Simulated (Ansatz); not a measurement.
Base system: Pd in the fcc (Cu type) structure (space group Fm-3m, No. 225; a = 3.876 Å).

It is then changed as follows: W takes the place of Pd on all its sites; the structure is relaxed again.

Levels (all Ansatz, an electronic-structure program, PAW): PBEsol (420 eV, no spin-orbit coupling); PBEsol+SOC (420 eV, noncollinear with spin-orbit coupling).

The geometry is relaxed with PBEsol.

| Property | Result |
|---|---|
| PBEsol pressure | 0.0 GPa |

Predict the pressure from PBEsol+SOC.

The pressure goes from zero to 1.0 GPa.

Single points use the geometry relaxed with PBEsol. Differences between runs with and without spin-orbit coupling are approximate. Stability against distortions was not tested. The runs without spin-orbit coupling are not spin-polarised. This is not the structure that W has at room temperature and ambient pressure.
